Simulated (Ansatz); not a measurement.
The starting structures come from a database of crystals and need not be the phases stable at ambient conditions.

```
AlGaAs2
1.0
    4.01132     0.00000     0.00000
    2.00566     6.64751     0.00000
    2.00566     0.60514     3.42079
Al Ga As
1 1 2
Direct
  0.99976   0.00072   0.99976
  0.50014   0.49959   0.50014
  0.12484   0.62547   0.12484
  0.62528   0.12417   0.62528
```

Space group of this cell: R3m. The cell is taken as given.

These are r2SCAN (plane waves, PAW; Ansatz, an electronic-structure program) values and carry that method's errors.

The current runs along the normal of the first two printed vectors; no spin-orbit coupling. Scaled by the factor s: all lengths (ions clamped). Meshes 10×10×10 and 8×6 across the current in all rows.

```tsv
s	mean pressure (GPa)	band gap (eV)
0.98	5.2	1.65
1.00	0.1	1.34
1.02	-3.8	?
```

### Question
Take the slope of the band gap against ln s from the two given rows, extrapolate to s = 1.02, and say what the run there gives.

### Answer
Slope = (1.65 − 1.34) / ln 0.98 = -15.3 eV. The line gives 1.34 + (-15.3) × ln 1.02 = 1.04 eV. The run gives 0.97 eV, 0.07 eV under the line, 22 % of the predicted step.
